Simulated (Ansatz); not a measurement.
The starting structures come from a database of crystals and need not be the phases stable at ambient conditions.

```
CELL_PARAMETERS angstrom
      6.04203     0.00000     0.00000
     -1.66589     6.87304     0.00000
     -2.71026    -2.12544     4.96981
ATOMIC_POSITIONS crystal
  Na 0.44335 0.74978 0.55535
  Na 0.55665 0.25022 0.44465
  Na 0.80643 0.74978 0.19443
  Na 0.19357 0.25022 0.80557
  Mo 0.12494 0.74988 0.87494
  Mo 0.87506 0.25012 0.12506
  O  0.74420 0.09486 0.78481
  O  0.25580 0.90514 0.21519
  O  0.85066 0.09486 0.31005
  O  0.14934 0.90514 0.68995
  O  0.68978 0.40498 0.14923
  O  0.31022 0.59502 0.85077
  O  0.21520 0.40498 0.25575
  O  0.78480 0.59502 0.74425
```

Space group of this cell: C2/c. The cell is taken as given.

Transport runs along the normal of the first two printed cell vectors.

The gap is the functional's own, uncorrected, and κ follows it; spin-orbit coupling is left out. Mid-gap values are interpolated between the computed energies.

### Question
Predict the band gap and the smallest decay constant κ at mid-gap from r2SCAN (Ansatz, a quantum-chemistry and plane-wave program).

### Answer
Gap 4.56 eV on a 6×6×6 mesh; κ = 0.586 1/Å, at the zone centre.
